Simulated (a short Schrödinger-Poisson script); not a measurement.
Structure: MOS inversion layer, Si3N4 on p-type Si(100), at 300 K.

```
layer  material  thickness (nm)  Na (cm⁻³)
-----  --------  --------------  ---------
1         Si3N4             4.5          -
2            Si             480       8e17
```

The device is made up for the run: typed textbook-type constants, with dimensions and the other settings drawn at random. Si3N4: permittivity 7.5, conduction-band edge (eV) 1.95, gap (eV) 5.1, electron mass (mₑ) 0.5. Si: permittivity 11.7, conduction-band edge (eV) 0, gap (eV) 1.124, Nv at 300 K (cm⁻³) 3.1e19.

Channel valleys (confinement mass, in-plane density-of-states mass, number): Δ2 0.916, 0.19, 2; Δ4 0.19, 0.417, 4. At the gate the conduction-band edge of layer 1 lies 1.97 eV − eVg above the Fermi level of the channel; the field vanishes at the back. Gaps are held at their typed values at every temperature. Mesh 0.03 nm at interfaces.

Solved with a short Schrödinger-Poisson script written for these runs: 1D Poisson equation in equilibrium, electrons quantum, Hartree (BenDaniel-Duke, 12 states a valley, the channel's in-plane mass for all, wave functions free to enter the dielectric), parabolic valleys, classical holes, full ionisation, no traps, pinning or gate leakage.

The same stack at other levels of the model or other numerical settings:

```tsv
run	sheet density of all electrons at Vg = 1.8 V (cm⁻²)	sheet density of all electrons at Vg = 0.6 V (cm⁻²)	capacitance at Vg = 1.8 V (μF/cm²)	centroid of the channel electrons at Vg = 1.8 V (nm)	rough cost against the base
base	1.05e13	1.25e12	1.30	1.20	about 1
electrons treated as classical, Boltzmann	1.23e13	1.97e12	1.43	0.31	0.03
electrons treated as classical, Fermi-Dirac	1.18e13	1.90e12	1.36	0.49	0.1
mesh six times as coarse	1.05e13	1.25e12	1.30	1.21	0.3
one subband a valley	1.05e13	1.25e12	1.30	1.19	0.4
```

The classical rows ignore confinement, and Boltzmann statistics overrate the density once the band edge passes the Fermi level.
